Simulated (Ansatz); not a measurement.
WS2 in the 2H-MoS2 type structure (space group P6_3/mmc, No. 194; layered, stacked along the Cartesian z axis)

```cif
data_S4W2
_chemical_formula_sum 'W2 S4'
_space_group_name_H-M_alt 'P63/mmc'
_space_group_IT_number 194
_space_group_name_Hall '-P 6c 2c'
_cell_length_a 3.11481
_cell_length_b 3.11481
_cell_length_c 11.77307
_cell_angle_alpha 90.000
_cell_angle_beta 90.000
_cell_angle_gamma 120.000
loop_
_atom_site_label
_atom_site_type_symbol
_atom_site_symmetry_multiplicity
_atom_site_Wyckoff_symbol
_atom_site_fract_x
_atom_site_fract_y
_atom_site_fract_z
_atom_site_occupancy
W1 W 2 c 0.33333 0.66667 0.25000 1
S1 S 4 f 0.66667 0.33333 0.11646 1
```

Calculations: DFT with PBEsol-D3(BJ), PAW potentials and a 420 eV plane-wave cutoff in Ansatz (a quantum-chemistry and plane-wave program), no spin-orbit coupling. Γ-centred 12×12×3 mesh, Fermi–Dirac width 0.05 eV.

```yaml
volume_per_atom: 16.49 Å³
density: 8.33 g/cm³
band_gap: 0.65 eV, indirect, Γ → K–Γ (44 % along)
electron_mass: 0.39 mₑ along c, 0.46 mₑ across
hole_mass: 0.96 mₑ along c, 0.46 mₑ across
total_energy: -4010.093 eV/atom (σ→0; compares only within this code and set-up)
```

With W present, leaving out spin-orbit coupling can change the band edges. Masses are band curvatures over ±0.01 Å⁻¹ around the edge. Stability against distortions was not tested.
